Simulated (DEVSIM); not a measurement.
System: abrupt Si n-p junction, at 300 K.

| layer (left to right) | material | thickness (μm) | Nd (cm⁻³) | Na (cm⁻³) | τn (s) | τp (s) |
|---|---|---|---|---|---|---|
| 1 | Si | 0.830 | 6.5e15 | - | 0.00025 | 0.00025 |
| 2 | Si | 5.90 | - | 7.1e15 | 0.00025 | 0.00025 |

Left contact: ohmic. Right contact: ohmic. Voltage is applied to the left contact. Recombination: SRH at mid-gap, radiative, Auger. Mobility is μmin + (μ − μmin)/(1 + (N/Nref)^α).

The device is made up for the run: typed textbook-type constants, with dimensions and the other settings drawn at random. Values at 300 K.

```tsv
parameter	Si
gap (eV)	1.124
affinity (eV)	4.05
permittivity	11.7
Nc (cm⁻³)	2.86e19
Nv (cm⁻³)	3.1e19
μn (cm²/Vs)	1417
μp (cm²/Vs)	470
μn,min	52
μp,min	45
Nref,n	9.7e16
Nref,p	2.2e17
αn	0.68
αp	0.72
B (cm³/s)	4.7e-15
Cn (cm⁶/s)	2.8e-31
Cp (cm⁶/s)	9.9e-32
```

Model (solved in DEVSIM): 1D drift-diffusion, Boltzmann statistics, complete ionisation; no tunnelling, impact ionisation, image-force lowering or self-heating.

Base results: dark forward voltage at 1 A/cm² (V) 0.550; largest field in the device at zero bias (V/cm) 26000; dark forward voltage at 100 A/cm² (V) 0.728; potential step across the device at zero bias (V) 0.690.

Task: What follows from this one change: doping Nd of layer 1 6.5e+15 → 6.5e+14 cm^-3?

Result: dark forward voltage at 1 A/cm² 0.550 → 0.485 V; largest field in the device at zero bias 26000 → 11000 V/cm; dark forward voltage at 100 A/cm² little changed (0.729 V); potential step across the device at zero bias 0.690 → 0.631 V.

Task: What follows from this one change: thickness of layer 2 5.9 → 3.5 μm?

Result: dark forward voltage at 1 A/cm² 0.550 → 0.546 V; largest field in the device at zero bias little changed (26000 V/cm); dark forward voltage at 100 A/cm² 0.728 → 0.698 V; potential step across the device at zero bias little changed (0.690 V).
